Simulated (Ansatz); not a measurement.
Base system: WSe2 (space group P6_3/mmc, No. 194; layered, stacked along the Cartesian z axis).

```
WSe2
1.0
    3.23049     0.00000     0.00000
   -1.61525     2.79769     0.00000
    0.00000     0.00000    12.41107
W Se
2 4
Direct
  0.66667   0.33333   0.75000
  0.33333   0.66667   0.25000
  0.66667   0.33333   0.38545
  0.33333   0.66667   0.88545
  0.33333   0.66667   0.61455
  0.66667   0.33333   0.11455
```

Cartesian axes are those of the cell as printed.

All numbers come from PBEsol-D3(BJ) (Ansatz, an electronic-structure program; PAW; 420 eV plane waves; scalar-relativistic without spin-orbit coupling).

Base values:

The band gap is 0.67 eV and the gap character is indirect, Γ → K–Γ (47 % along).

The change: the cell is compressed by 2.40 % along z with no lateral relaxation, atoms relaxed at fixed cell.

**Question.** Predict the new band gap.

**Answer.** The band gap decreases by 0.138 eV, from 0.67 eV to 0.54 eV.

**Question.** Predict the new stress.

**Answer.** The stress (xx, yy, zz, yz, xz, xy; compression positive) amounts to (0.65, 0.65, 3.12, 0.00, 0.00, 0.00) GPa.

**Question.** What does the calculation give for the gap character after the change?

**Answer.** The gap character remains indirect, Γ → K–Γ (47 % along).

**Question.** How does this affect the largest internal atomic displacement?

**Answer.** The largest internal atomic displacement is 0.033 Å.

Spin-orbit coupling, missing from the scalar runs, can matter with W. The cells carry an imposed strain or load. Whether these cells are dynamically stable was not tested.
